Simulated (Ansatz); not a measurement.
Reference: HfO2 (P2_1/c), PBEsol, rigid bands (plane waves, PAW, scalar-relativistic; Ansatz, a program for electronic structure); axes and stresses refer to this cell.

```yaml
crystal:
  lattice:
    - [5.09568, 0.00000, -0.00193]
    - [0.00000, 5.17701, 0.00000]
    - [-0.87840, 0.00000, 5.19703]
  atoms:
    - { symbol: Hf, position: [0.27715, 0.45704, 0.70818] }
    - { symbol: Hf, position: [0.72285, 0.54296, 0.29182] }
    - { symbol: Hf, position: [0.72285, 0.95704, 0.79182] }
    - { symbol: Hf, position: [0.27715, 0.04296, 0.20818] }
    - { symbol: O, position: [0.44713, 0.74182, 0.97999] }
    - { symbol: O, position: [0.55287, 0.25818, 0.02001] }
    - { symbol: O, position: [0.55287, 0.24182, 0.52001] }
    - { symbol: O, position: [0.44713, 0.75818, 0.47999] }
    - { symbol: O, position: [0.07122, 0.33730, 0.34091] }
    - { symbol: O, position: [0.92878, 0.66270, 0.65909] }
    - { symbol: O, position: [0.92878, 0.83730, 0.15909] }
    - { symbol: O, position: [0.07122, 0.16270, 0.84091] }
```

The Seebeck coefficient, p-type 1e19 cm⁻³ is 469 μV/K. The electron mass along z is 2.8 mₑ and the hole mass along z is 2.3 mₑ.

Q: Change: functional r2SCAN on the same cell. What happens to Seebeck coefficient, p-type 1e19 cm⁻³, electron mass along z, hole mass along z?

A: Seebeck coefficient, p-type 1e19 cm⁻³ moves little, to 469 μV/K; electron mass along z goes up to 3.2 mₑ; hole mass along z moves little, to 2.4 mₑ.

Masses are for dilute carriers at 300 K, harmonic means over directions unless an axis is named. Seebeck coefficients are for the stated density at 300 K, with one relaxation time for all states and whether or not that doping can be reached. Spin-orbit coupling is left out unless a row names it.
